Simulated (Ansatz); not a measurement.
Base system: Nb$_{3}$Sn in the A15 (Cr3Si type) structure (space group Pm-3n, No. 223; a = 5.319 Å).

Levels (all Ansatz, a program for electronic structure, PAW): PBE (420 eV, no spin-orbit coupling); r2SCAN (500 eV, no spin-orbit coupling).

Levels that relaxed their own cell: PBE and r2SCAN.

```json
[
 {"level": "PBE", "lattice parameter a": "5.319 Å"},
 {"level": "r2SCAN", "lattice parameter a": "5.304 Å"}
]
```

Measured: lattice parameter a 5.289 Å (temperature not stated; as listed in Priinits, Taimo, Vargunin, Artjom, Liivand, Aleksandr, arXiv (2024)).

Computed minus measured — lattice parameter a: PBE +0.6 %, r2SCAN +0.3 % (closest: r2SCAN). Measured values not marked as corrected hold thermal and zero-point effects that the static-lattice runs lack.

Stability against distortions was not tested. All final runs are without spin polarisation.
